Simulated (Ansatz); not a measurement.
Relaxation of the outer planes of the (111) surface of cubic BaHfO3 in its 1x1 cell (cut with top plane Hf, bottom plane Hf), relaxed from an ideal cut (the real face may reconstruct), outermost plane spacing 1.21 Å in the ideal cut (one of several cuts of this face), with 1 Hf a cell over the bulk's ratio.

All values below come from PBE (plane waves to 420 eV, PAW; Ansatz, a program for electronic structure).

Model: 26-atom slab, Ba5Hf6O15, 12.1 Å thick at the start, 5x5x1 mesh, Fermi-Dirac 0.025 eV, dipole correction, all atoms relaxed; held to the start's symmetry, so lower structures may exist; no spin (no spin-polarised run to compare, though such a face may carry moments), no spin-orbit, no U. The slab shows no gap on its mesh.

```csv
plane,atoms,bulk spacing to the next (Å),relaxed spacing (Å),change (%),rumpling (Å)
1,Hf,1.214,0.915,-24.6,0.00
2,3 O + Ba,1.214,1.218,0.3,0.12 (O outermost)
```
